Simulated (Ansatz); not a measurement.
The parent structure is InAgTe₂ in the chalcopyrite structure (space group I-42d, No. 122).

```
CELL_PARAMETERS angstrom
     -3.28433     3.28433     6.49971
      3.28433    -3.28433     6.49971
      3.28433     3.28433    -6.49971
ATOMIC_POSITIONS crystal
  In 0.50000 0.50000 0.00000
  In 0.25000 0.75000 0.50000
  Te 0.37500 0.36941 0.49441
  Te 0.63059 0.12500 0.00559
  Te 0.87500 0.88059 0.50559
  Te 0.11941 0.62500 0.99441
  Ag 0.00000 0.00000 0.00000
  Ag 0.75000 0.25000 0.50000
```

Method: Kohn–Sham DFT with the PBE functional, run in Ansatz (an electronic-structure program) with PAW and 420 eV plane waves, without spin-orbit coupling.

Strains are applied to the cell and any free atomic positions relax.

One change was made to it. Results:

The energy increases by 8.7 meV/atom; the pressure (mean of the normal stresses, compression positive) grows by 1.866 GPa to 1.87 GPa.

Task: Name the change that was made.
A. isotropic strain −0.75 %
B. isotropic strain −1.50 %
C. isotropic strain −3.00 %
D. isotropic strain −2.25 %

Result: B, isotropic strain −1.50 %. For comparison, the energy relative to the base in the other runs: isotropic strain −0.75 % gives +2.1 meV/atom; isotropic strain −2.25 % gives +20 meV/atom; isotropic strain −3.00 % gives +37 meV/atom.

No phonon test of stability was made.
